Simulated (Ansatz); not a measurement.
For Ag₃Sn (P-6m2, No. 187, 4 atoms in the cell; start mp-1229107), LDA (PAW; Ansatz, an electronic-structure program) gives:

```
Item                        Value
-------------------  ------------
lattice constant a        3.009 Å
lattice parameter c       9.241 Å
bulk modulus B0           103 GPa
cohesive energy      3.62 eV/atom
```

Question: What does PBEsol (Ansatz, PAW) give for the same quantities?

Answer: 
- lattice constant a: 3.045 Å (grows by 1.2 %)
- lattice parameter c: 9.370 Å (rises by 1.4 %)
- bulk modulus: 90.6 GPa (drops by 12 %)
- cohesive energy: 3.13 eV/atom (drops by 0.49 eV/atom)

Changes are worked out from the printed values.

Unless a cell is named, each level is at its own relaxed cell (LDA 18.11, PBEsol 18.81 Å³/atom).

Levels without +SOC leave out spin–orbit coupling, which shifts energies and cells of such heavy elements.

Caveats: the bulk modulus is −V dP/dV from two relaxed cells at ±2 % in volume (LDA, PBEsol); the relaxation could not lower the start's symmetry, so the cell can be a saddle point above a distorted one (LDA, PBEsol). Ansatz's density-functional and Hartree–Fock values are scalar-relativistic unless marked +SOC, with PAW data made under PBE.

A start named mp-… is a Materials Project structure, which need not be a measured phase.
